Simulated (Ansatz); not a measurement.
We consider SrMgF4 (Cmc2₁, No. 36, 12 atoms in the cell; start COD 7218677), described by r²SCAN+rVV10 in Ansatz (plane waves, PAW).

Settings: plane-wave cutoff 560 eV, 10×10×6 k mesh (along the axes of the cell as run), Fermi–Dirac smearing 0.01 eV, scalar-relativistic PAW data made under PBE.

Cell (relaxed at this level):

```yaml
crystal:
  lattice:
    - [1.96779, -7.13958, 0.00000]
    - [1.96779, 7.13958, 0.00000]
    - [0.00000, 0.00000, 5.57998]
  atoms:
    - { symbol: Sr, position: [0.34294, 0.65706, 0.54265] }
    - { symbol: Sr, position: [0.65706, 0.34294, 0.04265] }
    - { symbol: Mg, position: [0.91502, 0.08498, 0.09510] }
    - { symbol: Mg, position: [0.08498, 0.91502, 0.59510] }
    - { symbol: F, position: [0.41607, 0.58393, 0.11441] }
    - { symbol: F, position: [0.58393, 0.41607, 0.61441] }
    - { symbol: F, position: [0.79786, 0.20214, 0.28916] }
    - { symbol: F, position: [0.20214, 0.79786, 0.78916] }
    - { symbol: F, position: [0.03427, 0.96573, 0.93111] }
    - { symbol: F, position: [0.96573, 0.03427, 0.43111] }
    - { symbol: F, position: [0.83718, 0.16282, 0.81057] }
    - { symbol: F, position: [0.16282, 0.83718, 0.31057] }
```

Q: Give the computed band gap and smallest direct gap on the k points sampled.

A: 
- band gap = 7.74 eV
- smallest direct gap on the k points sampled = 7.76 eV

Spin–orbit coupling is not included.

It cost around 8 core-minutes (rough) of CPU time.

Ansatz is a first-principles code.
